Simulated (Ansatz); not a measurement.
The (21-30) face of hcp Ti can be cut between different planes. Symmetric, stoichiometric slabs relaxed in the 1x1 cell (36.2 Å²): top plane Ti, 0.32 Å over the next in the ideal cut; top plane Ti, 0.64 Å over the next in the ideal cut.

Method: PBE (plane waves to 420 eV, PAW; Ansatz, a quantum-chemistry and plane-wave program).

**Question.** Order them by surface energy (lowest first) at the level PBE.

**Answer.** the cut with an outer spacing of 0.32 Å (2.00 J/m²), the cut with an outer spacing of 0.64 Å (2.04 J/m²)
